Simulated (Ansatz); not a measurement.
Defect migration in corundum: interstitial O, charge state -2. Calculation: PBE, PAW (plane waves to 420 eV; Ansatz, an electronic-structure program).

120-site cell at the relaxed PBE lattice, the Γ point alone, smearing 0.01 eV, spin-restricted, no finite-size correction. Energies are static. The charge state is imposed; whether it is stable for some Fermi level was not computed. Sites that were not tried may lie lower.

Barriers: single points on a 2×2×2 k-point mesh shifted by half a step along c at the bands' geometries.

The step: several atoms move together, O the farthest. Atoms about the jump, Cartesian Å from the middle of the jump, before and after:

```
atom     x0     y0     z0     x1     y1     z1
----  -----  -----  -----  -----  -----  -----
O1    -0.52  -0.05   0.14   0.52   0.05  -0.14
Al2   -0.15   0.80   1.77   0.00   0.78   1.61
Al3   -0.16   0.76  -1.61  -0.03   0.81  -1.77
Al4   -0.03  -1.81  -0.34  -0.03  -1.76  -0.41
O5     1.07  -0.60  -1.28   0.52  -1.00  -2.04
O6    -1.44  -0.58   2.04  -1.10  -0.67   1.32
O7     1.63   1.02   1.09   1.79   1.17   1.28
Al8    2.37  -0.49   0.18   2.29  -0.40   0.34
O9    -1.95   0.99  -1.32  -1.81   0.79  -1.11
Al10  -2.37  -0.48   0.41  -2.55  -0.50   0.27
O11    1.34  -1.81   1.08   1.38  -1.88   1.10
O12   -1.05   2.34   1.11  -1.00   2.27   1.07
O13    0.64   2.37  -1.07   0.67   2.45  -1.09
O14   -1.77  -1.76  -1.10  -1.81  -1.74  -1.08
Al15  -0.17  -1.89   2.52  -0.14  -1.88   2.41
Al16   2.33   2.30  -0.24   2.34   2.34  -0.18
O17    0.66  -0.36   3.28   0.66  -0.35   3.22
O18    3.10   0.82  -1.10   2.97   0.79  -1.08
Al19  -2.54   2.33  -0.27  -2.52   2.29  -0.26
O20   -0.81  -0.37  -3.22  -1.10  -0.29  -3.51
O21   -0.85  -3.07   1.11  -0.84  -3.15   1.11
O22   -3.24   1.07   1.08  -3.25   1.04   1.09
Al23  -2.52  -0.44  -2.41  -2.55  -0.45  -2.45
Al24  -0.11   3.70   0.26  -0.09   3.70   0.24
Al25   2.35  -0.46  -2.54   2.29  -0.55  -2.52
O26    0.66  -3.35  -1.11   0.67  -3.41  -1.10
O27    1.43   0.92  -3.34   1.38   0.93  -3.28
O28   -1.63   1.18   3.51  -1.60   0.94   3.35
O29    3.14  -1.78  -1.10   2.97  -1.74  -1.11
O30    0.65   2.19   3.29   0.66   2.23   3.34
O31    1.57   3.56   1.09   1.57   3.63   1.10
Al32   2.29   2.25   2.44   2.31   2.34   2.54
```

Give the saddle-point geometry and the barrier.


```tsv
atom	x	y	z
O1	-0.03	0.10	0.07
Al2	-0.14	0.79	1.72
Al3	-0.08	0.75	-1.63
Al4	-0.03	-1.77	-0.34
O5	1.00	-0.80	-1.53
O6	-1.34	-0.66	1.67
O7	1.72	1.09	1.19
Al8	2.25	-0.45	0.19
O9	-1.92	0.85	-1.18
Al10	-2.52	-0.49	0.33
O11	1.33	-1.84	1.07
O12	-1.07	2.32	1.12
O13	0.65	2.41	-1.08
O14	-1.77	-1.73	-1.06
Al15	-0.21	-1.87	2.48
Al16	2.32	2.32	-0.20
O17	0.62	-0.37	3.27
O18	3.02	0.80	-1.10
Al19	-2.55	2.31	-0.25
O20	-0.86	-0.38	-3.28
O21	-0.87	-3.12	1.12
O22	-3.29	1.06	1.09
Al23	-2.52	-0.45	-2.42
Al24	-0.12	3.69	0.26
Al25	2.35	-0.52	-2.59
O26	0.64	-3.38	-1.10
O27	1.41	0.91	-3.34
O28	-1.64	1.01	3.43
O29	3.11	-1.80	-1.13
O30	0.62	2.20	3.31
O31	1.54	3.59	1.11
Al32	2.27	2.30	2.48
```
It lies 0.51 eV above the start and 0.51 eV above the end. The saddle point's order was not checked.
